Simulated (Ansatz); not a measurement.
BaF2 under a change: pressure 15 GPa

Consider BaF$_{2}$ in the fluorite structure (space group Fm-3m, No. 225; a = 6.137 Å).

Modification: a hydrostatic pressure of 15 GPa.

Method: PBEsol (Ansatz, a quantum-chemistry and plane-wave program; PAW; 420 eV plane waves; no spin-orbit coupling). Γ-centred 9×9×9 mesh, Fermi–Dirac width 0.05 eV.

```json
[
 {"quantity": "volume per atom", "base": "19.27 Å³", "changed": "16.35 Å³", "shift": "-2.912 Å³"},
 {"quantity": "shortest interatomic distance", "base": "2.658 Å", "changed": "2.516 Å", "shift": "-0.1413 Å"},
 {"quantity": "band gap", "base": "6.83 eV", "changed": "7.45 eV", "shift": "+0.62 eV"},
 {"quantity": "gap character", "base": "indirect, K–Γ (36 % along) → Γ", "changed": "indirect, K–Γ (33 % along) → X", "shift": "–"},
 {"quantity": "width of the top valence band", "base": "0.26 eV", "changed": "0.45 eV", "shift": "+0.19 eV"},
 {"quantity": "electron mass", "base": "0.48 mₑ (at Γ)", "changed": "0.93 mₑ along k, 2.2 mₑ across (at X)", "shift": "–"},
 {"quantity": "valley order (the lowest conduction-band minima on the path, energy above the VBM, named in the base's zone)", "base": "Γ 6.83 eV; X along ⟨100⟩ 7.29 eV", "changed": "X along ⟨100⟩ 7.45 eV; Γ 7.47 eV", "shift": "–"}
]
```

Load acts through the strain it causes; cell and atoms are relaxed under it. Effective masses come from finite differences of ±0.01 Å⁻¹. Along k means along the line from Γ to the band edge. No phonon test of stability was made. Competing high-pressure phases were not computed.
